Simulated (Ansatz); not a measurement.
Take BaHfO$_{3}$ in the cubic perovskite structure (space group Pm-3m, No. 221; a = 4.157 Å) as the base.

Method: PBEsol in Ansatz (plane waves to 420 eV, PAW, no spin-orbit coupling).

Base values:

Band gap: 3.58 eV
Gap character: indirect, R → Γ

Modification: every lattice vector is shortened by 2.20 %; the atoms relax in the strained cell.

Problem. Estimate the effect on the band gap and gap character.

Solution. The band gap goes up by 0.074 eV to 3.66 eV; the gap character goes from indirect, R → Γ to direct at Γ.

Spin-orbit coupling, missing from the scalar runs, can matter with Hf. Whether these cells are dynamically stable was not tested.

Ansatz is a quantum-chemistry and plane-wave program.
